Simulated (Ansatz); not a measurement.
SnO2 (P4_2/mnm) under hydrostatic pressure (compression positive): hole conductivity mass by r2SCAN, rigid bands (plane waves, PAW, scalar-relativistic; Ansatz, a program for electronic structure). The unloaded cell, whose axes the loads refer to:

```
CELL_PARAMETERS angstrom
      4.76912     0.00000     0.00000
      0.00000     4.76912     0.00000
      0.00000     0.00000     3.21204
ATOMIC_POSITIONS crystal
  Sn 0.00000 0.00000 0.00000
  Sn 0.50000 0.50000 0.50000
  O  0.30627 0.30627 0.00000
  O  0.69373 0.69373 0.00000
  O  0.80627 0.19373 0.50000
  O  0.19373 0.80627 0.50000
```

| hydrostatic pressure (compression positive) (GPa) | volume per atom (Å³) | hole conductivity mass (mₑ) |
|---|---|---|
| -6 | 12.62 | 1.66 |
| -4 | 12.46 | ? |
| -2 | 12.31 | 1.62 |
| 0 | 12.18 | 1.60 |
| 2 | 12.05 | 1.58 |
| 4 | 11.93 | 1.57 |
| 8 | 11.71 | 1.54 |
| 12 | 11.52 | 1.52 |

Task: Fit a straight line to ln(hole conductivity mass) against the load over the rows given, and predict the row at -4 GPa.

Result: The means are x̄ = 2.571 GPa and ȳ = 0.4597; Σ(x − x̄)(y − ȳ) = -1.083 and Σ(x − x̄)² = 221.7, so the slope is -0.489 % per GPa, and the rows given lie within 0.52 % of the line. At -4 GPa the line gives 1.64 mₑ; the calculation gives 1.64 mₑ, 0.28 % from it.

Masses are for dilute carriers at 300 K, harmonic means over directions unless an axis is named. Spin-orbit coupling is left out. Stresses and pressures are the targets of the relaxation. The structure type is held at every load. Geometry: cell and atoms relaxed with PBEsol.
